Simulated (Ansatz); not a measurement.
Take ZrSe$_{2}$ in the CdI2 type structure (space group P-3m1, No. 164; a = 3.660 Å, c = 5.841 Å; layered, stacked along the Cartesian z axis; relaxed with 0.1 eV smearing) as the base. Axes: x lies along a and z along c of the hexagonal cell.

Computed with PBEsol-D3(BJ) (Ansatz, a quantum-chemistry and plane-wave program), scalar-relativistic without spin-orbit coupling, earlier PAW set.

Base values:

| Item | Result |
|---|---|
| Band gap | zero |

Perturbation: uniaxial strain ε_zz = −4.79 %, all other strain components held at zero; the atoms relax in the strained cell.

What does the calculation give for the largest internal atomic displacement, band gap and stress after the change?

The largest internal atomic displacement is 0.049 Å; the band gap remains zero; the stress (xx, yy, zz, yz, xz, xy; compression positive) comes out as (1.3, 1.3, 5.6, 0.0, 0.0, 0.0) GPa.

Stability against distortions was not tested. The final runs are not spin-polarised. The zero or small gap of ZrSe2 can change with the level of theory.
